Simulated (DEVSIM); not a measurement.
System: abrupt In0.53Ga0.47As n-p junction, at 350 K.

Layer 1 from the left is In0.53Ga0.47As, thickness (μm) 76.0, Nd (cm⁻³) 1.9e16, τn (s) 1.8e-9, τp (s) 1.8e-9. Layer 2 from the left is In0.53Ga0.47As, thickness (μm) 3.40, Na (cm⁻³) 1.9e17, τn (s) 1.8e-9, τp (s) 1.8e-9.

Left contact: ohmic. Right contact: ohmic. Voltage is applied to the left contact. Recombination: SRH at mid-gap, radiative. Mobility is μmin + (μ − μmin)/(1 + (N/Nref)^α).

Constants are typed, rounded textbook-type inputs, not results; the design itself was drawn at random and stands for no fabricated device. Values at 300 K; Nc and Nv go as T^1.5, mobilities as T to minus their exponent, the gap by Varshni's rule with the affinity fixed.

In0.53Ga0.47As: gap (eV) 0.74, affinity (eV) 4.51, permittivity 13.9, Nc (cm⁻³) 2.1e17, Nv (cm⁻³) 7.7e18, μn (cm²/Vs) 12000, μp (cm²/Vs) 300, μn,min 300, μp,min 10, Nref,n 1.3e17, Nref,p 4.9e17, αn 0.48, αp 0.4, T exponent of μn 1.6, T exponent of μp 1.6, B (cm³/s) 9.6e-11, Varshni α (eV/K) 0.00035, Varshni β (K) 190.

DEVSIM, 1D drift-diffusion, Boltzmann statistics, complete ionisation; no tunnelling, impact ionisation, image-force lowering or self-heating.

### Question
What does the simulation give for the dark forward voltage at 1 A/cm², the largest field in the device at zero bias?

### Answer
dark forward voltage at 1 A/cm² 0.276 V; largest field in the device at zero bias 47000 V/cm.
